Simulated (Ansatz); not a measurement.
Band structure of Li2Ga (Cmcm, 6 atoms in the cell).

```
Li2Ga
1.0
    2.21189    -4.60412     0.00000
    2.21189     4.60412     0.00000
    0.00000     0.00000     4.24882
Li Ga
4 2
Direct
  0.41809   0.58191   0.25000
  0.58191   0.41809   0.75000
  0.24055   0.75945   0.75000
  0.75945   0.24055   0.25000
  0.07743   0.92257   0.25000
  0.92257   0.07743   0.75000
```

Method of the run: LDA (PW92), PAW files made with PBE (plane waves; Ansatz, a program for electronic structure).

Settings: basis.ecutwfc = 420 eV; kpoints.mp_grid.grid = 6 6 5; hamiltonian.xc = lda; hamiltonian.pseudopotentials = {kind: paw} (the program's default PAW files); scf.occupations.method = fermi_dirac; scf.occupations.width = 0.1 eV; kpoints.band_path.npoints = 8.

The starting cell comes from a database of computed structures (which also holds hypothetical and non-ambient phases and stackings), without a prior relaxation at this level. Its lattice was rescaled by a random factor within 2.5 % of one.

Levels in eV from the Fermi level, bands 16 to 23:
```csv
point,16,17,18,19,20,21,22,23
Γ,-2.95,-1.45,-0.87,-0.49,1.06,1.95,2.79,3.13
X,-4.36,-3.25,0.04,1.01,1.04,1.69,2.60,3.04
S,-4.14,-2.60,-1.31,-0.12,1.70,2.36,2.38,4.29
R,-6.05,-2.14,-2.14,-1.38,-1.38,2.35,2.35,6.81
A,-6.03,-2.17,-2.17,-1.69,-1.69,3.73,3.73,5.42
Z,-6.66,-0.48,-0.48,1.45,1.45,1.51,1.51,3.41
Y,-5.12,-1.67,-0.38,1.52,1.62,1.91,2.83,4.78
X1,-4.36,-3.25,0.04,1.01,1.04,1.69,2.60,3.04
A1,-6.03,-2.17,-2.17,-1.69,-1.69,3.73,3.73,5.42
T,-6.29,-2.73,-2.73,0.47,0.47,3.17,3.17,7.42
```

Bands cross the Fermi level along this path, so the cell is metallic at this level.

Keys are those of Ansatz 0.2.
